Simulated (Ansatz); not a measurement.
Here is the system:

End structure of the (000-1) surface of wurtzite CdS, S-terminated, 2x2 cell from a buckled start (bottom of the slab: 2 H on 4 bottom sites):

```xyz
34
Lattice="8.3926 0.0000 0.0000 -4.1963 7.2682 0.0000 0.0000 0.0000 29.5000" Properties=species:S:1:pos:R:3 pbc="T T T"
Cd     2.2248     1.1382     9.5761
Cd     6.2559     1.2337    10.6012
Cd    -0.0385     4.8678    10.6017
Cd     4.3230     4.7724     9.5761
S      0.0870     2.3725    10.8069
S      4.1273     2.4627    10.8326
S     -2.1673     6.0967    10.8326
S      2.1852     6.0067    10.8069
Cd     0.0000     2.4227    13.4010
Cd     4.1963     2.4227    13.4010
Cd    -2.0982     6.0569    13.4010
Cd     2.0982     6.0569    13.4010
S      2.0982     1.2114    14.2445
S      6.2945     1.2114    14.2445
S      0.0000     4.8455    14.2445
S      4.1963     4.8455    14.2445
Cd     2.1038     1.2103    16.8244
Cd     6.2901     1.2143    16.8576
Cd    -0.0029     4.8495    16.8605
Cd     4.2005     4.8437    16.8216
S      0.0043     2.4207    17.6253
S      4.1931     2.4270    17.6372
S     -2.1030     6.0601    17.6354
S      2.1042     6.0557    17.6278
Cd     0.0044     2.4184    20.2692
Cd     4.1941     2.4326    20.2771
Cd    -2.1092     6.0613    20.2755
Cd     2.1116     6.0563    20.2713
S      2.0994     1.2140    21.0000
S      6.2955     1.2134    20.9822
S      0.0012     4.8478    20.9640
S      4.1975     4.8478    21.0215
H      2.0978     1.2118     7.8724
H      4.1955     4.8456     7.8725
```

Set-up: 34 atoms, 13.1 Å thick at the start with caps and adatoms (thin: gaps and levels are the slab's own); mesh 3x3x1; 0.025 eV smearing; dipole correction on; 8 atoms held, the rest relaxed; no symmetry held; no spin (no spin-polarised run to compare, though such a face may carry moments), no spin-orbit, no U. The slab shows no gap over 0.04 eV on its mesh. In PBE it is, or lies within 0.01 eV a 1x1 cell of, the lowest of the 2 structures of its composition computed so far; larger cells were not tried.

Problem. Give the work function of the top face at the level PBE (Ansatz, a program for electronic structure).

Solution. 6.81 eV
